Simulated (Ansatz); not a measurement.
System: BeS (model structure, started from the CdTe type, P6₄22, No. 181, 6 atoms in the cell). Method: G0W0@PBEsol+SOC (Ansatz, a program for electronic structure, hard PAW, contour deformation, complete-basis limit, spin–orbit shift from PBEsol).

Run with largest k mesh 9×9×4 (not extrapolated in the mesh).

Cell (relaxed with PBEsol):

BeS is modelled in the hexagonal space group P6₄22 (No. 181), Pearson symbol hP6. Conventional cell: a = 3.4242 Å, b = 3.4242 Å, c = 7.7415 Å, α = 90.00°, β = 90.00°, γ = 120.00°. Be on 3c sees 4 S at 2.144 Å. S on 3d has 4 Be at 2.144 Å. (Neighbours: up to the widest gap in distance over summed covalent radii, below 1.35, at either atom; cation-cation and far metal-metal contacts left out.)

Estimate the band gap that the calculation returns.


- band gap: 3.77 eV

Note: the correction to the complete basis was taken at k points off the band edges; spin–orbit coupling enters as the shift of the gap found with a semilocal functional; the relaxation could raise the start's symmetry but not lower it, so the cell can be a saddle point.

The computed numbers hold no vibrational or temperature effects.

Cost on a shared machine: around 10 core-hours (rough).

A model structure was made by putting elements into a prototype or built by hand; it is no filed structure, need not be a known phase, and can be a saddle point held by its symmetry.
